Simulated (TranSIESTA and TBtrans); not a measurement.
Run with TranSIESTA and TBtrans (open boundaries, self-consistent; PseudoDojo norm-conserving potentials, scalar-relativistic): Spin polarized, PAO.BasisSize DZP, PAO.EnergyShift 0.15 eV, XC.Authors PBE, Mesh.Cutoff 200 Ry, ElectronicTemperature 300 K, TS.Voltage 0.0 eV, TBT.Elecs.Eta 0.001 eV.

System: Na chain with one Ru atom in place of Na. Leads: straight Na chain, spacing 3.3 Å. Geometry: 3 atoms about the centre moved by SIESTA (PBE, DZP) to a largest force of 0.02 eV/Å, all others as built, motion along the axis alone.

### Question
Predict: conductance at 300 K (G0 = 2e²/h); mean T from −0.5 to 0.5 eV; spin polarisation of the conductance, (up − down)/(up + down).

### Answer
conductance at 300 K (G0 = 2e²/h): 0.72; mean T from −0.5 to 0.5 eV: 0.68; spin polarisation of the conductance, (up − down)/(up + down): -0.16. Moments were seeded on the central atoms alone, and one start was tried. The straight chain is held at its spacing; free chains may zigzag or dimerise.
